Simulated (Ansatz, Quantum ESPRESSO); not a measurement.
**Code comparison for MnCl₂O₂ (C2/m, 5 atoms in the cell)**

Self-consistent single point.

```xyz
5
Lattice="3.5051 -3.6044 0.0000 3.5051 3.6044 0.0000 -0.6641 0.0000 3.5256" Properties=species:S:1:pos:R:3 pbc="T T T"
Mn     0.0000     0.0000     0.0000
Cl     5.0021     0.0000     1.5569
Cl     1.3440     0.0000     1.9687
O      3.5051     1.8803     0.0000
O      3.5051    -1.8803     0.0000
```
Moments meant for the start (each program seeds them in its own way; μB, in the order of the atoms Mn Cl Cl O O): 4.0 0.0 0.0 0.0 0.0.

All programs got the same cell, k-point mesh and kind of occupations, and the same starting moments (in Ansatz's words: kpoints.mp_grid.grid = 4 4 5; magnetization.spin_polarized = true; scf.occupations.method = fermi_dirac; scf.occupations.width = 0.05 eV); potentials, basis and cutoffs are each program's usual ones.

| code | model | pressure (GPa) | largest force (eV/Å) | size of the net moment (μB/atom) | cutoff |
|---|---|---|---|---|---|
| Quantum ESPRESSO | PBEsol, PseudoDojo standard norm-conserving (PBESOL) pseudopotentials | -10.36 | 2.916 | 0.20 | 100 Ry |
| Ansatz | PBEsol, PAW files made with PBE | -11.63 | 3.111 | 0.15 | default |

Size of the force on each atom (eV/Å): Sizes of forces hide their directions.

| code | Mn1 | Cl2 | Cl3 | O4 | O5 |
|---|---|---|---|---|---|
| Quantum ESPRESSO | 0.000 | 0.989 | 0.989 | 2.916 | 2.916 |
| Ansatz | 0.000 | 1.138 | 1.138 | 3.111 | 3.111 |

The spread over the programs that give each value: pressure within 1.27 GPa; largest force within 0.195 eV/Å; size of the net moment within 0.05 μB/atom.

The starting cell comes from a database of computed structures (which also holds hypothetical and non-ambient phases and stackings), without a prior relaxation at this level. Its lattice was rescaled by a random factor within 2.5 % of one. On Ansatz's run: With one magnetic atom in the cell only a parallel order is possible. With a pressure of about -11 GPa the cell is away from its equilibrium volume at this level. Forces in this geometry exceed 1 eV/Å. Without a gap this mesh is coarse (it stands for a supercell whose shortest vector is 18 Å).

Why do the programs differ, and what cannot be compared?

Differences of this kind can come from the potentials, where these differ, and from what each basis and cutoff leave unconverged. The zero of total energies and Fermi levels follows the potentials and each program's conventions, so they are not compared here. Ansatz's pressure is given at a fixed set of plane waves, as the other plane-wave codes print theirs; with its correction for the finite basis it is -11.41 GPa (the shift of 0.23 GPa shows how far the cutoff is from converged). Site moments depend on each program's spheres or projections; the total moment of the cell does not.

The shared mesh is coarse (it stands for a supercell whose shortest vector is 18 Å), so the values are not converged in it.

Left out of this page: ABINIT (stopped by limits of time or memory).

Ansatz is an electronic-structure program.

Keys are those of Ansatz 0.2.
